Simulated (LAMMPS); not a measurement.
LAMMPS 22 Jul 2025, classical MD, COMB3 (ffield.comb3): TiO2, 6000 atoms.

```json
{
  "task": "MD, nve",
  "potential": "COMB3, ffield.comb3 lib.comb3",
  "copies_of_the_repeat_unit": "10×10×10",
  "shape (slab and sphere leave vacuum in the box)": "slab",
  "temperature": "800 K",
  "steps": "60",
  "timestep": "0.5 fs",
  "neighbor_skin": "2 Å",
  "neigh_modify": "every 1 delay 0 check yes",
  "thermo": "100",
  "steps_between_charge_equilibrations": "10",
  "newton": "on (default)",
  "atom_modify sort (bins of 2 Å where set)": "1000 (default)",
  "comm_style": "brick (default)",
  "box": "45.9 × 45.9 × 88.8 Å, the slab in its lowest third along z, the rest vacuum",
  "start": "generated rutile lattice, warmed in an untimed run",
  "compared_values": "energy and forces of the first step, drift over the run"
}
```

Hardware: Arm Neoverse V2, 96 cores on 1 socket, no SMT, 1 L3 cache group.

Wall times, medians of two to five repeats, each run alone on the node (launch to exit). Processes are pinned to neighbouring cores unless said otherwise. Build: PyPI wheel: MPICH, OPENMP and OPT packages. Other compilers and libraries give other times. Scratch files lie in a memory file system. A preparatory run goes ahead and isn't timed.

Ways to run it:
- 64 ranks, balance = none (default), processors = * * * (default)
- 64 ranks, balance = none (default), processors = 1 1 64
- 64 ranks, balance = none (default), processors = 4 4 4
- 16 ranks, balance = none (default), processors = * * * (default)
- 16 ranks, balance = balance 1.05 shift xyz 20 1.02, processors = * * * (default)

Question: Which of these needs the most memory in all, and which the least?

Answer: Most: 64 ranks, balance = none (default), processors = 1 1 64, 1.9 GiB; least: 16 ranks, balance = none (default), processors = * * * (default), 0.43 GiB (peak over all processes with shared segments and scratch files, sampled up to once a second, or the high-water mark of the largest process where that is more).

```
way                                                                               memory in all  wall time
--------------------------------------------------------------------------------  -------------  ---------
16 ranks, balance = none (default), processors = * * * (default)                       0.43 GiB       18 s
16 ranks, balance = balance 1.05 shift xyz 20 1.02, processors = * * * (default)       0.54 GiB      6.6 s
64 ranks, balance = none (default), processors = * * * (default)                        1.5 GiB      5.1 s
64 ranks, balance = none (default), processors = 4 4 4                                  1.5 GiB      5.1 s
64 ranks, balance = none (default), processors = 1 1 64                                 1.9 GiB      7.3 s
```
